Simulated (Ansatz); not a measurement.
Reference: BeS (F-43m), PBEsol with spin-orbit coupling, rigid bands (plane waves, PAW; Ansatz, a program for electronic structure); axes and stresses refer to this cell.

```xyz
2
Lattice="0.0000 2.4189 2.4189 2.4189 0.0000 2.4189 2.4189 2.4189 0.0000" Properties=species:S:1:pos:R:3 pbc="T T T"
Be     0.0000     0.0000     0.0000
S      3.6284     3.6284     3.6284
```

The electron conductivity mass is 0.37 mₑ and the Seebeck coefficient, p-type 1e19 cm⁻³ is 368 μV/K. The Seebeck coefficient, n-type 1e19 cm⁻³ is -275 μV/K.

Problem. Change: uniaxial stress along [110] of -1 GPa (compression positive). What happens to electron conductivity mass, Seebeck coefficient, p-type 1e19 cm⁻³, Seebeck coefficient, n-type 1e19 cm⁻³?

Solution. electron conductivity mass moves little, to 0.37 mₑ; Seebeck coefficient, p-type 1e19 cm⁻³ moves little, to 362 μV/K; Seebeck coefficient, n-type 1e19 cm⁻³ falls in size to -261 μV/K.

Problem. Change: uniaxial stress along [110] of -2 GPa (compression positive). What happens to electron conductivity mass, Seebeck coefficient, p-type 1e19 cm⁻³, Seebeck coefficient, n-type 1e19 cm⁻³?

Solution. electron conductivity mass moves little, to 0.37 mₑ; Seebeck coefficient, p-type 1e19 cm⁻³ falls to 349 μV/K; Seebeck coefficient, n-type 1e19 cm⁻³ falls in size to -225 μV/K.

Masses are for dilute carriers at 300 K, harmonic means over directions unless an axis is named. Seebeck coefficients are for the stated density at 300 K, with one relaxation time for all states and whether or not that doping can be reached. Stresses and pressures are the targets of the relaxation.  The structure type is held under load, also where the real crystal would transform.
